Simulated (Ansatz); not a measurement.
# N on the 1x1 (110) surface of rutile TiO2 (cut with top plane O), one in a 2x1 cell, started at the site 'over O at depth 1.2 Å'

Host crystal: rutile TiO2, with a band gap (PBE, scalar-relativistic without spin-orbit coupling).

Level of theory: r2SCAN, at the PBE geometry and the start's symmetry (plane waves to 500 eV, PAW; Ansatz, a first-principles code).

Model: 49-atom slab, 12.7 Å thick at the start under the adsorbate, 4x3x1 mesh, Fermi-Dirac 0.01 eV, dipole correction, single point; on the structure that PBE left under its start's symmetry; spin-polarised, ending with about 1.0 μB a cell; orders that need a larger cell were not tried, no spin-orbit, no U, no dispersion correction. The program's check for a lower electronic state was not made. At the end it is bonded to O + 3 Ti. In PBE this state lies 0.06 eV over the lowest of the starts that converged ('top O', where the adsorbate paired with a surface O atom).

```json
{
  "energy of the end state, in which the adsorbate paired with a surface O atom, against ½ N2(g) at the same level": "4.38 eV",
  "change_of_the_step_from_the_bottom_to_the_top_vacuum_level_against_the_clean_slab": "-0.012 eV",
  "height of the binding atom over the mean of the host atoms within 0.3 Å of the top one": "-0.365 Å",
  "magnetic_moment_of_the_cell": "1.00 μB"
}
```

A negative adsorption energy means that the adsorbate is more stable on the surface than in its reference.
